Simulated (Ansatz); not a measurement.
**Pressure series in KTaO3**

Take KTaO₃ in the cubic perovskite structure (space group Pm-3m, No. 221) as the base.

KTaO3 is modelled in the cubic space group Pm-3m (No. 221), the cubic perovskite structure, Pearson symbol cP5. Cell: a = 4.0244 Å, b = 4.0244 Å, c = 4.0244 Å, α = 90.00°, β = 90.00°, γ = 90.00°. K on 1a sees 12 O at 2.846 Å (cuboctahedral). Ta on 1b is coordinated by 6 O at 2.012 Å (octahedral). O on 3c sees 2 Ta at 2.012 Å and 4 K at 2.846 Å (octahedral). (Neighbours: up to the widest gap in distance over summed covalent radii, below 1.35, at either atom; cation-cation and far metal-metal contacts left out.)

Cell and atoms are relaxed at each pressure.

The values are results of PBE/PAW in Ansatz (a program for electronic structure), scalar-relativistic without spin-orbit coupling, not measurements.

```tsv
change	smallest direct gap	volume per atom	band gap
base	2.78 eV	13.04 Å³	2.16 eV
pressure −2 GPa	2.76 eV	13.18 Å³	2.14 eV
pressure −1 GPa	2.77 eV	13.11 Å³	2.15 eV
pressure 1.8 GPa	2.80 eV	12.91 Å³	2.18 eV
pressure 4.2 GPa	2.82 eV	12.76 Å³	2.21 eV
pressure 9 GPa	2.86 eV	12.48 Å³	2.26 eV
pressure 18 GPa	2.92 eV	12.03 Å³	2.34 eV
pressure 30 GPa	2.96 eV	11.54 Å³	2.43 eV
pressure 45 GPa	2.99 eV	?	?
pressure 60 GPa	2.99 eV	10.64 Å³	2.58 eV
```

Problem. Complete the table.

Solution. 
- pressure 45 GPa, volume per atom: 11.04 Å³
- pressure 45 GPa, band gap: 2.51 eV

With Ta present, leaving out spin-orbit coupling can change the band edges. Load acts through the strain it causes; cell and atoms are relaxed under it. Stability against distortions was not tested. Competing high-pressure phases were not computed.
